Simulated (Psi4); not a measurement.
Psi4 1.11, B3LYP/def2-svpd: Ga(OH)(OMe)(NH2) (C[O][Ga]([NH2])[OH]), 11 atoms. The geometry is a generated start, not checked to be a minimum at this level.

- task: energy
- method: b3lyp
- basis: def2-svpd
- memory: 3 GB
- maxiter: 100
- keys of the molecule block: symmetry c1
- scf_type: df (default)
- guess: auto, which took SAD (default)
- scf_initial_accelerator: adiis (default)
- e_convergence: 1e-06 (default)
- d_convergence: 1e-06 (default)
- dft_radial_points: 75 (default)
- dft_spherical_points: 302 (default)
- basis functions: 172
- grid points: 238447

```xyz
11

Ga     0.4742     0.0850     0.8000
O      1.6498    -0.5075     1.9253
H      2.0053     0.0617     2.6078
O      0.3652    -0.9792    -0.5868
C     -0.4078    -1.0219    -1.7698
H     -0.3764    -0.0745    -2.3150
H      0.0236    -1.8047    -2.4021
H     -1.4511    -1.2770    -1.5617
N     -0.3925     1.7157     1.0147
H     -0.7588     1.8981     1.9415
H     -1.1315     1.9043     0.3461
```

One run each on 2 threads. Values of diis_max_vecs tried: 3, 6, 10 (default), 20.

**Question.** Predict the course of the SCF iterations along this series.

**Answer.** Fewest SCF iterations, within one of each other: 6 with 11, 10 (default) with 10, 20 with 10. The count rises to 16 at 3. All converge to one solution.

| diis_max_vecs | SCF iterations | end |
|---|---|---|
| 3 | 16 | same solution |
| 6 | 11 | same solution |
| 10 (default) | 10 | same solution |
| 20 | 10 | same solution |
